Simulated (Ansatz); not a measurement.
Abridged Ansatz (a program for electronic structure) output:

```
Pseudopotential: Li, paw, valence charge 3
Pseudopotential: C, paw, valence charge 4
Crystal: 7 atoms, lattice volume = 58.924 Å³
Basis set: ecut = 420 eV, 1147 PW (Γ), exchange–correlation on 60×60×50 points (8 copies of the dense FFT grid, shifted against one another)
Bands: 21, of which v1, the nominal top of the filled ones, is band 14 counted from 1 (13 counted from 0)
Symmetry: 24 space group operations
k-points: 147 of 2197
Functional: x = pbesol(κ = 0.804, μ = 0.12345679012345678), c = pbesol(β = 0.046)
SCF iter   1: F=—  HF=-1683.407400 eV  |F-HF|=—  |Δ(HF+E_count)|=         —  Δρ=4.08e-3  dr2=1.01e-2  ethr=1.77e-3  ⟨swp⟩=6.2  Hψ=16219  notcnv=0  defer=22
SCF iter   2: F=—  HF=-1683.405814 eV  |F-HF|=—  |Δ(HF+E_count)|=   1.59e-3  Δρ=2.35e-3  dr2=4.28e-3  ethr=3.75e-5  ⟨swp⟩=1.0  Hψ=4269  notcnv=0  defer=111
SCF 1 converged in 7 iterations: F = -1683.404918 eV  dr2 = 8.94e-11
SCF converged after 7 iterations
Free energy (F): -1683.404918 eV
Internal energy: -1683.396997 eV  (E = F + TS)
E sigma→0 (E₀):  -1683.400958 eV
Entropy (-TS):   -0.007921 eV (-1.132 meV/atom)
Fermi energy:    8.569992 eV
--- Forces (eV/Å), atoms counted from 1 ---
  atom   1  Li    -0.00000000     0.00000000     0.00000000
  atom   2  C      0.00008058    -0.00013958     0.00000000
  atom   3  C     -0.00008058     0.00013958     0.00000000
  atom   4  C      0.00016117    -0.00000000     0.00000000
  atom   5  C     -0.00016117     0.00000000     0.00000000
  atom   6  C      0.00008058     0.00013958     0.00000000
  atom   7  C     -0.00008058    -0.00013958     0.00000000
--- Stress (GPa, compression-positive) ---
       -0.005430      -0.000000       0.000000
       -0.000000      -0.005430       0.000000
        0.000000       0.000000      -0.001237
  P = ⅓ Tr σ = -0.0040 GPa (-0.040 kbar)
```

What was computed, and what are the main results?

LiC6, 7 atoms in the cell, with PBEsol (Ansatz, PAW, no spin-orbit coupling). The last SCF converged to F = -1683.404918 eV, or -240.4864 eV per atom, at a pressure of 0.00 GPa. The total energy compares only with runs of the same code, potentials and settings.

Whether these cells are dynamically stable was not tested. All final runs are without spin polarisation. An odd electron count without spin: LiC6. The cell is LiC6 (space group P6/mmm, No. 191; a cell from a computed database, its experimental status unchecked).
